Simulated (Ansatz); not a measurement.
Abridged Ansatz (a quantum-chemistry and plane-wave program) output:

```
Relaxation: its limit of steps is 60 (relax.max_steps)
Pseudopotential: Li, paw, valence charge 3
Pseudopotential: Nb, paw, valence charge 13
Pseudopotential: O, paw, valence charge 6
Crystal: 10 atoms, lattice volume = 99.057 Å³
Basis set: ecut = 500 eV, 2519 PW (Γ), exchange–correlation on 160×160×160 points (64 copies of the dense FFT grid, shifted against one another)
Bands: 44, of which v1, the nominal top of the filled ones, is band 34 counted from 1 (33 counted from 0)
Symmetry: 6 space group operations
k-points: 65 of 512 (time reversal used)
Functional: x = r2scan, c = r2scan; τ floored in thin density (d = 2e-4 eV/Å³)
SCF iter   1: F=—  HF=-12961.165521 eV  |F-HF|=—  |Δ(HF+E_count)|=         —  Δρ=1.73e-2  dr2=4.08e-1  dr2_τ=6.34e-1  ethr=1.77e-3  ⟨swp⟩=6.3  Hψ=11564  notcnv=0  defer=8
SCF iter   2: F=—  HF=-12961.216297 eV  |F-HF|=—  |Δ(HF+E_count)|=   5.08e-2  Δρ=7.38e-3  dr2=1.80e-2  dr2_τ=2.18e-2  ethr=6.00e-4  ⟨swp⟩=2.4  Hψ=5178  notcnv=0  defer=260
SCF 1 converged in 7 iterations: F = -12961.215725 eV  dr2 = 6.59e-9
relax step   1: F+E_penalty+E_count = -12961.21572483 eV  Δ(F+E_penalty+E_count) = +0.000e0 eV  max|allowed force component| = 1.628e-3 eV/Å  Δτ_max = 0.0000 Å  P = +9.018 GPa  Ω = 99.057 Å³  (7 SCF iters, dr2 threshold 1.00e-7 eV, accepted)
[... steps on the carried basis left out ...]
relax step   9: F+E_penalty+E_count = -12960.95768882 eV  Δ(F+E_penalty+E_count) = -1.247e-6 eV  max|allowed force component| = 4.588e-3 eV/Å  Δτ_max = 0.0000 Å  P = +15.010 GPa  Ω = 95.591 Å³  stress off target by 1.71e-2 GPa  SCF on the basis re-selected at this cell (its energy is not comparable with the rows above)  (4 SCF iters)
SCF converged after 4 iterations
Free energy (F): -12960.957689 eV
Internal energy: -12960.957689 eV  (E = F + TS)
E sigma→0 (E₀):  -12960.957689 eV
Fermi energy:    10.357900 eV
--- Forces (eV/Å), atoms counted from 1 ---
  atom   1  Li    -0.00000000    -0.00000000    -0.00289591
  atom   2  Li     0.00000000    -0.00000000    -0.00289591
[...]
  atom   7  O      0.00099410     0.00105835    -0.00056334
  atom   8  O      0.00141361     0.00033174    -0.00056334
  atom   9  O     -0.00041951    -0.00139010    -0.00056334
  atom  10  O     -0.00099410     0.00105835    -0.00056334
--- Stress (GPa, compression-positive) ---
       15.017078      -0.000000      -0.000000
       -0.000000      15.017078      -0.000000
       -0.000000      -0.000000      14.996964
  P = ⅓ Tr σ = 15.0104 GPa (150.104 kbar)
--- Relaxed structure (7 steps of the walk, 7 accepted, 2 SCFs on fresh bases) ---
  cell:  # Å, volume = 95.5909 Å³
    - [2.477864821383876, 1.4305959216579738, 4.494391509985601]
    - [-2.477864821383876, 1.4305959216579738, 4.494391509985601]
    - [-2.1979332169047345e-33, -2.8611918432664805, 4.494391510001347]
  atoms:
    - { symbol: Li, position: [0.6989061262926437, 0.6989061262926437, 0.6989061262926435] }
    - { symbol: Li, position: [0.19890612629264384, 0.19890612629264384, 0.1989061262926438] }
    - { symbol: Nb, position: [0.9845763011429524, 0.9845763011429524, 0.9845763011429521] }
    - { symbol: Nb, position: [0.48457630114295214, 0.48457630114295214, 0.484576301142952] }
    - { symbol: O, position: [0.6022376586526774, 0.8914879953472179, 0.2725019187645087] }
    - { symbol: O, position: [0.891487995347218, 0.27250191876450924, 0.6022376586526775] }
    - { symbol: O, position: [0.2725019187645092, 0.6022376586526776, 0.8914879953472179] }
    - { symbol: O, position: [0.7725019187645088, 0.3914879953472177, 0.10223765865267742] }
    - { symbol: O, position: [0.39148799534721784, 0.10223765865267742, 0.7725019187645088] }
    - { symbol: O, position: [0.10223765865267759, 0.772501918764509, 0.3914879953472177] }
```

Q: What was computed, and what are the main results?

A: LiNbO3, 10 atoms in the cell, with plane-wave PAW DFT at the r2SCAN level (Ansatz, 500 eV), no spin-orbit coupling, from a series relaxed to a target (pressure 15 GPa). The last SCF converged to F = -12960.957689 eV, or -1296.0958 eV per atom, at a pressure of 15.01 GPa. The total energy compares only with runs of the same code, potentials and settings.

Load acts through the strain it causes; cell and atoms are relaxed under it. Whether these cells are dynamically stable was not tested. No other phases were tried under pressure. The cell was made from LiNbO₃ (space group R3c, No. 161) by this change: pressure 15 GPa.

Keys are those of Ansatz 0.2.
